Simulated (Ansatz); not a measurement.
Start from InSb in the zinc blende structure (space group F-43m, No. 216; a = 6.519 Å). Axes: x, y, z lie along the cube axes.

Computed with Kohn–Sham DFT with the PBEsol functional, run in Ansatz (a first-principles code) with PAW and 420 eV plane waves, spin-orbit coupling left out.

Base values:

The pressure is 0.0 GPa and the shortest interatomic distance is 282.3 pm.

One thing is altered: the cell is compressed by 2.00 % along z with no lateral relaxation, atoms relaxed at fixed cell.

### Question
Estimate the effect on the energy relative to the base.

### Answer
The energy grows by 2.7 meV/atom.

### Question
What happens to the pressure?

### Answer
The pressure (mean of the normal stresses, compression positive) goes from zero to 0.9 GPa.

### Question
What happens to the shortest interatomic distance?

### Answer
The shortest interatomic distance falls by 1.9 pm to 280.4 pm.

The cells carry an imposed strain or load. Whether these cells are dynamically stable was not tested. All final runs are without spin polarisation.
